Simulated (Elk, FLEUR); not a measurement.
An Elk input for a self-consistent single point of Sr2TaNO3 (Immm, 7 atoms in the cell) (DFT, LDA (PW92), all-electron FP-LAPW, Elk's shipped species files, default APW+lo basis):

```
tasks
  0

stype
  0

swidth
  0.0001

maxscl
  100

avec
   -3.8125224564    3.8639513529   12.0506890104
    3.8125224564   -3.8639513529   12.0506890104
    3.8125224564    3.8639513529  -12.0506890104

atoms
  4
  'Sr.in'
  2
  0.6447700000  0.6447700000  0.0000000000    0.0 0.0 0.0
  0.3552300000  0.3552300000  0.0000000000    0.0 0.0 0.0
  'Ta.in'
  1
  0.0000000000  0.0000000000  0.0000000000    0.0 0.0 0.0
  'N.in'
  1
  0.5000000000  0.0000000000  0.5000000000    0.0 0.0 0.0
  'O.in'
  3
  0.8391800000  0.8391800000  0.0000000000    0.0 0.0 0.0
  0.1608200000  0.1608200000  0.0000000000    0.0 0.0 0.0
  0.0000000000  0.5000000000  0.5000000000    0.0 0.0 0.0

ngridk
  5 5 5
```

Problem. Give the FLEUR input for the same structure, mesh, smearing and functional.

Solution. One input that does it (others would too):

Input of the input generator:

```
Sr2TaNO3 crystal
&input film=f /
-3.8125224564 3.8639513529 12.0506890104
3.8125224564 -3.8639513529 12.0506890104
3.8125224564 3.8639513529 -12.0506890104
1.0
1.0 1.0 1.0

7
38 0.6447700000 0.6447700000 0.0000000000
38 0.3552300000 0.3552300000 0.0000000000
73 0.0000000000 0.0000000000 0.0000000000
7 0.5000000000 -0.0000000000 0.5000000000
8 0.8391800000 0.8391800000 0.0000000000
8 0.1608200000 0.1608200000 -0.0000000000
8 0.0000000000 0.5000000000 0.5000000000

&comp jspins=1 /
&exco xctyp='vwn' /
&kpt div1=5 div2=5 div3=5 /
&end /
```

```xml
<?xml version="1.0" encoding="UTF-8" standalone="no"?>
<fleurInput fleurInputVersion="0.39">
   <comment>
      Sr2TaNO3 crystal                                                                                    
   </comment>
   <calculationSetup>
      <cutoffs Kmax="4.7" Gmax="18.8" GmaxXC="18.8" numbands="0"/>
      <scfLoop itmax="100" minDistance="0.00001" maxIterBroyd="40" imix="Anderson" alpha="0.05" precondParam="0.0" spinf="2.0"/>
      <coreElectrons ctail="T" frcor="F" kcrel="0" coretail_lmax="0"/>
      <xcFunctional name="vwn" relativisticCorrections="F"/>
      <magnetism jspins="1"/>
      <soc l_soc="F" theta="0.0" phi="0.0" spav="F"/>
      <expertModes spex="0" secvar="F"/>
      <geometryOptimization l_f="T" forcealpha="1.0" forcemix="BFGS" epsdisp="0.00001" epsforce="0.00001"/>
      <ldaU l_linMix="F" mixParam="0.05" spinf="1.0"/>
   </calculationSetup>
   <cell>
      <bzIntegration valenceElectrons="70.0" mode="hist" fermiSmearingEnergy="0.0001">
         <kPointListSelection listName="default-1"/>
         <!-- k-points included here -->
         <xi:include xmlns:xi="http://www.w3.org/2001/XInclude" href="kpts.xml"> </xi:include>
      </bzIntegration>
      <!-- symmetry operations included here -->
      <xi:include xmlns:xi="http://www.w3.org/2001/XInclude" href="sym.xml"> </xi:include>
      <bulkLattice scale="1.0">
         <bravaisMatrix>
            <row-1>   -3.8125224564000000     3.8639513529000000    12.0506890103999993</row-1>
            <row-2>    3.8125224564000000    -3.8639513529000000    12.0506890103999993</row-2>
            <row-3>    3.8125224564000000     3.8639513529000000   -12.0506890103999993</row-3>
         </bravaisMatrix>
      </bulkLattice>
   </cell>
   <atomSpecies>
      <species name="Strontium (Sr)" element="Sr" atomicNumber="38">
         <mtSphere radius="2.68" gridPoints="925" logIncrement="0.014"/>
         <atomicCutoffs lmax="10" lnonsphr="8"/>
         <electronConfig flipSpins="F">
            <coreConfig>(1s1/2) (2s1/2) (2p1/2) (2p3/2) (3s1/2) (3p1/2) (3p3/2) (3d3/2) (3d5/2)</coreConfig>
            <valenceConfig>(4s1/2) (4p1/2) (4p3/2) (5s1/2)</valenceConfig>
         </electronConfig>
         <energyParameters s="5" p="5" d="4" f="4"/>
         <lo type="SCLO" l="0" n="4" eDeriv="0"/>
         <lo type="SCLO" l="1" n="4" eDeriv="0"/>
      </species>
      <species name="Tantalum (Ta)" element="Ta" atomicNumber="73">
         <mtSphere radius="2.27" gridPoints="783" logIncrement="0.017"/>
         <atomicCutoffs lmax="8" lnonsphr="6"/>
         <electronConfig flipSpins="F">
            <coreConfig>(1s1/2) (2s1/2) (2p1/2) (2p3/2) (3s1/2) (3p1/2) (3p3/2) (4s1/2) (3d3/2) (3d5/2) (4p1/2) (4p3/2) (4d3/2) (4d5/2)</coreConfig>
            <valenceConfig>(5s1/2) (5p1/2) (5p3/2) (6s1/2) (4f5/2) (4f7/2) (5d3/2) (5d5/2)</valenceConfig>
            <stateOccupation state="(5d3/2)" spinUp="0.6" spinDown="0.6"/>
            <stateOccupation state="(5d5/2)" spinUp="0.9" spinDown="0.9"/>
         </electronConfig>
         <energyParameters s="6" p="6" d="5" f="5"/>
         <lo type="SCLO" l="0" n="5" eDeriv="0"/>
         <lo type="SCLO" l="1" n="5" eDeriv="0"/>
         <lo type="SCLO" l="3" n="4" eDeriv="0"/>
      </species>
      <species name="Nitrogen (N)" element="N" atomicNumber="7">
         <mtSphere radius="1.33" gridPoints="461" logIncrement="0.022"/>
         <atomicCutoffs lmax="6" lnonsphr="4"/>
         <electronConfig flipSpins="F">
            <coreConfig>(1s1/2)</coreConfig>
            <valenceConfig>(2s1/2) (2p1/2) (2p3/2)</valenceConfig>
            <stateOccupation state="(2p1/2)" spinUp="0.5" spinDown="0.5"/>
            <stateOccupation state="(2p3/2)" spinUp="1.0" spinDown="1.0"/>
         </electronConfig>
         <energyParameters s="2" p="2" d="3" f="4"/>
      </species>
      <species name="Oxygen (O)" element="O" atomicNumber="8">
         <mtSphere radius="1.28" gridPoints="443" logIncrement="0.024"/>
         <atomicCutoffs lmax="6" lnonsphr="4"/>
         <electronConfig flipSpins="F">
            <coreConfig>(1s1/2)</coreConfig>
            <valenceConfig>(2s1/2) (2p1/2) (2p3/2)</valenceConfig>
            <stateOccupation state="(2p1/2)" spinUp="0.6666666666667" spinDown="0.6666666666667"/>
            <stateOccupation state="(2p3/2)" spinUp="1.3333333333333" spinDown="1.3333333333333"/>
         </electronConfig>
         <energyParameters s="2" p="2" d="3" f="4"/>
      </species>
   </atomSpecies>
   <atomGroups>
      <atomGroup species="Strontium (Sr)">
         <relPos label="                   1">-.3552300000 -.3552300000 .0000000000</relPos>
         <relPos label="                   2">.3552300000 .3552300000 .0000000000</relPos>
         <force calculate="T" relaxXYZ="TTT"/>
      </atomGroup>
      <atomGroup species="Tantalum (Ta)">
         <relPos label="                   3">.0000000000 .0000000000 .0000000000</relPos>
         <force calculate="T" relaxXYZ="TTT"/>
      </atomGroup>
      <atomGroup species="Nitrogen (N)">
         <relPos label="                   4">1.000/2.000 .0000000000 1.000/2.000</relPos>
         <force calculate="T" relaxXYZ="TTT"/>
      </atomGroup>
      <atomGroup species="Oxygen (O)">
         <relPos label="                   5">-.1608200000 -.1608200000 .0000000000</relPos>
         <relPos label="                   6">.1608200000 .1608200000 .0000000000</relPos>
         <force calculate="T" relaxXYZ="TTT"/>
      </atomGroup>
      <atomGroup species="Oxygen (O)">
         <relPos label="                   7">.0000000000 1.000/2.000 1.000/2.000</relPos>
         <force calculate="T" relaxXYZ="TTT"/>
      </atomGroup>
   </atomGroups>
   <output dos="F" band="F" slice="F">
      <checks vchk="F" cdinf="F"/>
      <bandDOS minEnergy="-.5*Htr" maxEnergy="0.5*Htr" sigma="0.015" storeEVData="T"/>
      <vacuumDOS vacdos="F" integ="F" star="F" nstars="0" locx1="0.0" locy1="0.0" locx2="0.0" locy2="0.0" nstm="0" tworkf="0.0"/>
      <unfoldingBand unfoldBand="F" supercellX="1" supercellY="1" supercellZ="1"/>
      <plotting iplot="0" polar="F">
         <plot TwoD="T" vec1="  1.0  0.0  0.0" vec2="  0.0  1.0  0.0" vec3="  0.0  0.0  1.0" zero="  0.0  0.0  0.0" file="plot"/>
      </plotting>
      <chargeDensitySlicing numkpt="0" minEigenval="0.0" maxEigenval="0.0" nnne="0" pallst="F"/>
      <specialOutput eonly="F"/>
      <magneticCircularDichroism mcd="F" energyLo="-10.0" energyUp="0.0"/>
   </output>
  <!-- We include the file relax.xml here to enable relaxations (see documentation) -->
  <xi:include xmlns:xi="http://www.w3.org/2001/XInclude" href="relax.xml"> <xi:fallback/> </xi:include>
</fleurInput>
```

Basis, cutoffs, solver keys and any potentials are the target program's own. This input uses DFT, LDA (Vosko-Wilk-Nusair), all-electron FLAPW (FLEUR), scalar-relativistic valence. LDA parametrisations can differ slightly between programs.

The starting cell comes from a database of computed structures (which also holds hypothetical and non-ambient phases and stackings), without a prior relaxation at this level.
